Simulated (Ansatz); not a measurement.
The reference is TiAl (space group P4/mmm, No. 123; a = 2.824 Å, c = 4.075 Å; relaxed with 0.1 eV smearing).

Method: PBE in Ansatz (plane waves to 420 eV, PAW, no spin-orbit coupling).

Base values:

| Property | Value |
|---|---|
| Pressure | 0.0 GPa |

Perturbation: an isotropic linear strain of −3.00 %, atoms relaxed at fixed cell.

Question: How does this affect the pressure?

Answer: The pressure (mean of the normal stresses, compression positive) goes from zero to 12.3 GPa.

Question: What happens to the energy relative to the base?

Answer: The energy rises by 51 meV/atom.

Stability against distortions was not tested. All final runs are without spin polarisation.

Ansatz is an electronic-structure program.
